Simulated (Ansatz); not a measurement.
## A computed series for BeSe: response to strain

The parent structure is BeSe in the zinc blende structure (space group F-43m, No. 216).

```
CELL_PARAMETERS angstrom
      0.00000     2.54081     2.54081
      2.54081     0.00000     2.54081
      2.54081     2.54081     0.00000
ATOMIC_POSITIONS crystal
  Be 0.00000 0.00000 0.00000
  Se 0.25000 0.25000 0.25000
```

Cartesian axes are those of the cell as printed.

Strains are applied to the cell and any free atomic positions relax; under biaxial strain the out-of-plane vector relaxes too.

Computed with LDA/PAW in Ansatz (a first-principles code), without spin-orbit coupling.

Notes on the quantities. energy relative to the base: free energy F.

```json
[
 {"biaxial strain, plane normal [001], relaxed out of plane (%)": "-3", "energy relative to the base (meV/atom)": "14.7"},
 {"biaxial strain, plane normal [001], relaxed out of plane (%)": "-2.5", "energy relative to the base (meV/atom)": "10.1"},
 {"biaxial strain, plane normal [001], relaxed out of plane (%)": "-2", "energy relative to the base (meV/atom)": "6.4"},
 {"biaxial strain, plane normal [001], relaxed out of plane (%)": "-1.5", "energy relative to the base (meV/atom)": "3.5"},
 {"biaxial strain, plane normal [001], relaxed out of plane (%)": "-1", "energy relative to the base (meV/atom)": "?"},
 {"biaxial strain, plane normal [001], relaxed out of plane (%)": "-0.5", "energy relative to the base (meV/atom)": "0.4"},
 {"biaxial strain, plane normal [001], relaxed out of plane (%)": "0", "energy relative to the base (meV/atom)": "0.0"}
]
```

### Question
Fit ΔE = Aε² + Bε³ (ε in %) to the rows shown and predict the withheld row.

### Answer
Least squares on the printed values gives A = 1.51 and B = -0.040 meV/atom (largest residual 0.0 meV/atom); this predicts 1.6 meV/atom, and the run gives 1.6 meV/atom, in agreement.

Stability against distortions was not tested.
